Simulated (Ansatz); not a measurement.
# PbS (Cmcm, No. 63, 4 atoms in the cell; start mp-1018115; high-pressure phase)

All values below come from r²SCAN-D4 (Ansatz, an electronic-structure program, plane waves, PAW).

Run with plane-wave cutoff 500 eV, 10×10×10 k mesh, gaussian smearing 0.02 eV, scalar-relativistic PAW data made under PBE.

Cell (relaxed at this level):

```cif
data_Pb4S4
_chemical_formula_sum 'Pb4 S4'
_space_group_name_H-M_alt 'Cmcm'
_space_group_IT_number 63
_space_group_name_Hall '-C 2c 2'
_cell_length_a 4.14047
_cell_length_b 11.82412
_cell_length_c 4.26202
_cell_angle_alpha 90.000
_cell_angle_beta 90.000
_cell_angle_gamma 90.000
loop_
_atom_site_label
_atom_site_type_symbol
_atom_site_symmetry_multiplicity
_atom_site_Wyckoff_symbol
_atom_site_fract_x
_atom_site_fract_y
_atom_site_fract_z
_atom_site_occupancy
Pb1 Pb 4 c 0.00000 0.12864 0.75000 1
S1 S 4 c 0.00000 0.64472 0.25000 1
```
(The calculation used a cell of 4 atoms; values per cell refer to that cell.)

```
Quantity                       Result
--------  ---------------------------
band gap  1.40 eV (on the SCF k mesh)
```

Note: the relaxation could not lower the start's symmetry, so the cell can be a saddle point above a distorted one.

Spin–orbit coupling is not included; with these elements it can move the gap by several tenths of an eV or more.

The result took around 4 core-minutes (rough).

A start named mp-… is a Materials Project structure, which need not be a measured phase.
